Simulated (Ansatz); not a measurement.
# Ti3Al: point defects

Take a 16-atom supercell of Ti$_{3}$Al (space group P6_3/mmc, No. 194) at its relaxed geometry as the base.

```
Ti3Al
1.0
    5.75564     0.00000    -4.65498
   -2.87782     4.98453     0.00000
    5.75564     0.00000     4.65498
Ti Al
12 4
Cartesian
  2.87782   3.29224   1.16374
  2.87782   3.29224  -3.49123
  4.34339   4.13839  -1.16374
  4.34339   4.13839   3.49123
  1.46557   0.84614   1.16374
  7.22121   0.84614   1.16374
  5.75564   1.69229  -1.16374
  5.75564   1.69229   3.49123
  4.29008   0.84614   1.16374
  4.29008   0.84614  -3.49123
  7.16790   4.13839  -1.16374
  1.41226   4.13839  -1.16374
  0.00000   3.32302   1.16374
  5.75564   3.32302   1.16374
  8.63347   1.66151  -1.16374
  2.87782   1.66151  -1.16374
```

One neutral defect a cell, atoms relaxed at fixed cell.

Method: DFT with PBE, PAW potentials and a 420 eV plane-wave cutoff in Ansatz (a first-principles code), no spin-orbit coupling.

```json
[
 {"case": "perfect supercell", "largest displacement of a host atom from its site in the perfect cell": "–", "pressure": "0.0 GPa"},
 {"case": "Ti interstitial (started 1.74 Å from the nearest host atom), symmetric start", "largest displacement of a host atom from its site in the perfect cell": "0.32 Å", "pressure": "8.7 GPa"},
 {"case": "Sc on a Ti site, symmetric start", "largest displacement of a host atom from its site in the perfect cell": "0.04 Å", "pressure": "2.5 GPa"},
 {"case": "Al interstitial (started 2.05 Å from the nearest host atom), symmetric start", "largest displacement of a host atom from its site in the perfect cell": "0.52 Å", "pressure": "10.3 GPa"},
 {"case": "H interstitial (started 1.74 Å from the nearest host atom), symmetric start", "largest displacement of a host atom from its site in the perfect cell": "0.02 Å", "pressure": "0.5 GPa"}
]
```

In so small a cell the defect repeats every few ångströms: this is an ordered compound, not a dilute defect. The defect started on the symmetric site and kept its symmetry, so it may sit on a saddle. All final runs are without spin polarisation.
